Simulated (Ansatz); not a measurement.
Start from Sn in the diamond structure (space group Fd-3m, No. 227; a = 6.566 Å).

Structures relaxed with r2SCAN, PAW, 500 eV (Ansatz, an electronic-structure program; without spin-orbit coupling).

Base:

Simulated powder pattern, Cu Kα1, λ = 1.54056 Å (kinematic, ideal powder, no thermal factors, no anomalous dispersion; the 8 strongest lines at most, above 2 %, up to 2θ = 90°):

| 2θ (°) | I/Imax (%) | hkl |
|---|---|---|
| 23.45 | 100 | (111) |
| 38.75 | 80 | (220) |
| 45.79 | 50 | (311) |
| 55.97 | 13 | (400) |
| 61.50 | 20 | (331) |
| 70.15 | 27 | (422) |
| 75.11 | 15 | (511) |
| 87.89 | 15 | (531) |

After one change:

Simulated powder pattern, Cu Kα1, λ = 1.54056 Å (kinematic, ideal powder, no thermal factors, no anomalous dispersion; the 8 strongest lines at most, above 2 %, up to 2θ = 90°):

```json
[
 {"2θ (°)": "24.64", "I/Imax (%)": "100"},
 {"2θ (°)": "40.79", "I/Imax (%)": "79"},
 {"2θ (°)": "48.24", "I/Imax (%)": "48"},
 {"2θ (°)": "59.05", "I/Imax (%)": "13"},
 {"2θ (°)": "64.96", "I/Imax (%)": "19"},
 {"2θ (°)": "74.25", "I/Imax (%)": "26"},
 {"2θ (°)": "79.61", "I/Imax (%)": "14"},
 {"2θ (°)": "88.36", "I/Imax (%)": "8.4"}
]
```

Q: Which of these changes matches the shifts?
A) pressure −2 GPa
B) pressure 9 GPa
C) pressure 15 GPa
D) pressure 0.9 GPa

A: B, pressure 9 GPa. Its volume per atom is 30.55 Å³ against 35.39 Å³, and its space group is Fd-3m (No. 227).

Load acts through the strain it causes; cell and atoms are relaxed under it. Whether these cells are dynamically stable was not tested. Tetrahedral semiconductors of this kind turn to denser phases somewhere between about 1 and 50 GPa; those were not computed, so compressed cells here can lie past the real transition.
